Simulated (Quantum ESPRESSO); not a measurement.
Checking a run of Quantum ESPRESSO on Nb₂GaC (P6_3/mmc, 8 atoms in the cell). The aim is a self-consistent single point with DFT, PBEsol, plane waves, PseudoDojo standard norm-conserving (PBESOL) pseudopotentials.

The input file:

```fortran
&CONTROL
    calculation = 'scf'
    prefix = 'pwscf'
    outdir = './work'
    pseudo_dir = './'
    tprnfor = .true.
    tstress = .true.
/
&SYSTEM
    ibrav = 4
    celldm(1) = 3.1497508511
    celldm(3) = 4.316836456110
    nat = 8
    ntyp = 3
    ecutwfc = 85
    occupations = 'smearing'
    smearing = 'marzari-vanderbilt'
    degauss = 0.0073499
/
&ELECTRONS
    conv_thr = 1.0d-10
    mixing_beta = 0.3
/
ATOMIC_SPECIES
Nb    92.9064  Nb.upf
Ga    69.7230  Ga.upf
C     12.0110  C.upf
ATOMIC_POSITIONS {crystal}
Nb    0.6666666667    0.3333333333    0.9094200000
Nb    0.3333333333    0.6666666667    0.0905800000
Nb    0.3333333333    0.6666666667    0.4094200000
Nb    0.6666666667    0.3333333333    0.5905800000
Ga    0.6666666667    0.3333333333    0.2500000000
Ga    0.3333333333    0.6666666667    0.7500000000
C     0.0000000000    0.0000000000    0.0000000000
C     0.0000000000    0.0000000000    0.5000000000
K_POINTS {automatic}
7 7 2  0 0 0
```

Log, with long lists cut:

```
     G-vector sticks info
     --------------------
     sticks:   dense  smooth     PW     G-vecs:    dense   smooth      PW
     Sum         241     241     73                12319    12319    2229

     bravais-lattice index     =            4
     lattice parameter (alat)  =       3.1498  a.u.
   [... lines left out ...]
         2        Nb     tau(   2) = (  -0.0000000   0.5773503   0.3910190  )
         3        Nb     tau(   3) = (  -0.0000000   0.5773503   1.7673992  )
         4        Nb     tau(   4) = (   0.5000000   0.2886751   2.5494373  )
         5        Ga     tau(   5) = (   0.5000000   0.2886751   1.0792091  )
         6        Ga     tau(   6) = (  -0.0000000   0.5773503   3.2376273  )
         7        C      tau(   7) = (   0.0000000   0.0000000   0.0000000  )
         8        C      tau(   8) = (   0.0000000   0.0000000   2.1584182  )

     number of k points=    16  Marzari-Vanderbilt smearing, width (Ry)=  0.0073
                       cart. coord. in units 2pi/alat
        k(    1) = (   0.0000000   0.0000000   0.0000000), wk =   0.0204082
        k(    2) = (   0.0000000   0.0000000  -0.1158256), wk =   0.0204082
        k(    3) = (   0.0000000   0.1649572   0.0000000), wk =   0.1224490
   [... 13 lines left out ...]

     Dense  grid:    12319 G-vectors     FFT dimensions: (  20,  20,  80)

     Initial potential from superposition of free atoms

     starting charge      85.9866, renormalised to      86.0000
     Self-consistent Calculation

     iteration #  1     ecut=    85.00 Ry     beta= 0.30

     total energy              =    -755.06356143 Ry
     estimated scf accuracy    <      20.15932754 Ry

     iteration #  2     ecut=    85.00 Ry     beta= 0.30

     WARNING: integrated charge=    86.00000909, expected=    86.00000000

     total energy              =    -760.35499594 Ry
     estimated scf accuracy    <       3.82007536 Ry

     iteration #  3     ecut=    85.00 Ry     beta= 0.30

     total energy              =    -760.58345837 Ry
     estimated scf accuracy    <       0.30037107 Ry

   [... 9 blocks of this kind left out ...]

     iteration # 13     ecut=    85.00 Ry     beta= 0.30

     total energy              =    -760.69165733 Ry
     estimated scf accuracy    <          1.4E-10 Ry

     iteration # 14     ecut=    85.00 Ry     beta= 0.30
     End of self-consistent calculation

     the Fermi energy is   113.1740 ev

!    total energy              =    -760.69165733 Ry
     estimated scf accuracy    <          9.3E-11 Ry
     smearing contrib. (-TS)   =      -0.00043639 Ry
     internal energy E=F+TS    =    -760.69122094 Ry

     convergence has been achieved in  14 iterations

     Forces acting on atoms (cartesian axes, Ry/au):

     atom    1 type  1   force =     0.00000000    0.00000000   -5.47895233
     atom    2 type  1   force =    -0.00000000   -0.00000000    5.47895233
     atom    3 type  1   force =     0.00000000    0.00000000   -5.47895233
     atom    4 type  1   force =     0.00000000   -0.00000000    5.47895233
   [... lines left out ...]

     Total force =    10.957905     Total SCF correction =     0.000103

          total   stress  (Ry/bohr**3)                   (kbar)     P=   152349.05
   0.99956166  -0.00000000  -0.00000000       147040.60       -0.00       -0.00
  -0.00000000   0.99956166   0.00000000           -0.00   147040.60        0.00
  -0.00000000   0.00000000   1.10782016           -0.00        0.00   162965.97

   JOB DONE.
```

Question: Is anything amiss in this input, and did it matter?

Answer: The run is not sound. The fault is this: cell lengths typed in angstrom where bohr is read. Bohr and ångström differ by a factor of 1.89; the cell that the program reads is then far too large or far too small. To fix it, give the lengths in the unit that the key or card expects. The run converged in 14 iterations without an error; against the sound input the free energy rises by 114 eV/atom, the pressure goes from -6.35 to 15230 GPa and the largest force goes from 0.512 to 140.9 eV/Å. The full log also holds: “WARNING: integrated charge=    86.00000909, expected=    86.00000000”.

The sound input it was made from differs as follows (other fixes are possible):
```diff
-    celldm(1) = 3.1497508511
-    celldm(3) = 4.316836456110
+    celldm(1) = 5.9521653896
+    celldm(3) = 4.316837460955
```

With that input, the run converged in 19 iterations: free energy E − TS -11262.6398 eV; Fermi level (on the code's own zero) 16.20 eV; pressure -6.35 GPa; largest force (vector length) 0.512 eV/Å (DFT, PBEsol, plane waves, PseudoDojo standard norm-conserving (PBESOL) pseudopotentials).

On the sound input: the starting cell comes from a database of computed structures (which also holds hypothetical and non-ambient phases and stackings), without a prior relaxation at this level. Spin polarisation is off. With a pressure of about -6 GPa the cell is away from its equilibrium volume at this level.
